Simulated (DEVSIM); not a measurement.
System: Cr/SiO2/n-Ge capacitor, at 250 K.

```
layer (left to right)  material  thickness (nm)  Nd (cm⁻³)
---------------------  --------  --------------  ---------
1                          SiO2            12.0          -
2                            Ge            1100     3.1e17
```

Metal gate on the left, work function 4.5 eV. Fixed charge at the semiconductor interface -1.8e11 cm⁻² (in units of +e); no interface traps.

This is a model device: material constants are rounded textbook-type values typed into the input, and sizes, dopings and lifetimes were drawn at random. Values at 300 K; Nc and Nv go as T^1.5, mobilities as T to minus their exponent, the gap by Varshni's rule with the affinity fixed.

```csv
parameter,SiO2,Ge
gap (eV),9,0.664
affinity (eV),0.9,4
permittivity,3.9,16
Nc (cm⁻³),-,1.04e19
Nv (cm⁻³),-,6e18
Varshni α (eV/K),-,0.000477
Varshni β (K),-,235
```

Model (solved in DEVSIM): 1D Poisson equation in equilibrium, Boltzmann statistics, complete ionisation; no quantum confinement or tunnelling. Metal contacts follow the ideal Schottky-Mott rule: no Fermi-level pinning, no interface dipoles.

Q: Give the band bending (positive: bands bend down) and minority sheet density.

A: 
```csv
Vg (V),ψs (V),minority carriers (cm⁻²)
-1.3,-0.611,4.0e11
-1,-0.557,3.7e10
-0.7,-0.414,< 1e8
-0.4,-0.275,< 1e8
-0.1,-0.155,< 1e8
0.2,-0.063,< 1e8
0.5,-0.004,< 1e8
0.8,0.030,< 1e8
1.1,0.051,< 1e8
1.4,0.066,< 1e8
```
